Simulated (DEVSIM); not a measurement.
System: Ti/SiO2/n-Si capacitor, at 300 K.

```tsv
layer (left to right)	material	thickness (nm)	Nd (cm⁻³)
1	SiO2	3.20	-
2	Si	340	2.9e18
```

Metal gate on the left, work function 4.33 eV. Fixed charge at the semiconductor interface 4.3e11 cm⁻² (in units of +e); interface traps 3e11 cm⁻² eV⁻¹, uniform in energy, neutral level at 0.7 of the gap above the valence band.

Constants are typed, rounded textbook-type inputs, not results; the design itself was drawn at random and stands for no fabricated device. Values at 300 K.

| parameter | SiO2 | Si |
|---|---|---|
| gap (eV) | 9 | 1.124 |
| affinity (eV) | 0.9 | 4.05 |
| permittivity | 3.9 | 11.7 |
| Nc (cm⁻³) | - | 2.86e19 |
| Nv (cm⁻³) | - | 3.1e19 |

Simulated with DEVSIM: 1D Poisson equation in equilibrium, Boltzmann statistics, complete ionisation; no quantum confinement or tunnelling. Metal contacts follow the ideal Schottky-Mott rule: no Fermi-level pinning, no interface dipoles.

Task: Tabulate band edges, carrier densities and field at -0.8 V on the gate.

Result: Energies count from the Fermi level of the right contact; mesh points crowd at the junctions.

| x (μm) | Ec (eV) | Ev (eV) | n (cm⁻³) | p (cm⁻³) | field (V/cm) |
|---|---|---|---|---|---|
| 0.000 | 4.230 | -4.770 | < 1e2 | < 1e2 | -2000000 |
| 0.0006831 | 4.097 | -4.903 | < 1e2 | < 1e2 | -2000000 |
| 0.001467 | 3.944 | -5.056 | < 1e2 | < 1e2 | -2000000 |
| 0.002259 | 3.789 | -5.211 | < 1e2 | < 1e2 | -2000000 |
| 0.003180 | 3.610 | -5.390 | < 1e2 | < 1e2 | -1500000 |
| 0.003967 | 0.414 | -0.710 | 3.2e12 | 3.7e7 | -540000 |
| 0.005349 | 0.343 | -0.781 | 4.9e13 | 2400000 | -480000 |
| 0.008989 | 0.198 | -0.926 | 1.4e16 | 8500 | -320000 |
| 0.01396 | 0.093 | -1.031 | 8.0e17 | 150 | -110000 |
| 0.02246 | 0.060 | -1.064 | 2.8e18 | < 1e2 | -5000 |
| 0.03705 | 0.059 | -1.065 | 2.9e18 | < 1e2 | -12 |
| 0.07304 | 0.059 | -1.065 | 2.9e18 | < 1e2 | ≈ 0 |
| 0.1237 | 0.059 | -1.065 | 2.9e18 | < 1e2 | ≈ 0 |
| 0.1997 | 0.059 | -1.065 | 2.9e18 | < 1e2 | ≈ 0 |
| 0.2730 | 0.059 | -1.065 | 2.9e18 | < 1e2 | ≈ 0 |
| 0.3027 | 0.059 | -1.065 | 2.9e18 | < 1e2 | ≈ 0 |
| 0.3201 | 0.059 | -1.065 | 2.9e18 | < 1e2 | ≈ 0 |
| 0.3302 | 0.059 | -1.065 | 2.9e18 | < 1e2 | ≈ 0 |
| 0.3376 | 0.059 | -1.065 | 2.9e18 | < 1e2 | ≈ 0 |
| 0.3404 | 0.059 | -1.065 | 2.9e18 | < 1e2 | ≈ 0 |
| 0.3421 | 0.059 | -1.065 | 2.9e18 | < 1e2 | ≈ 0 |
| 0.3432 | 0.059 | -1.065 | 2.9e18 | < 1e2 | ≈ 0 |
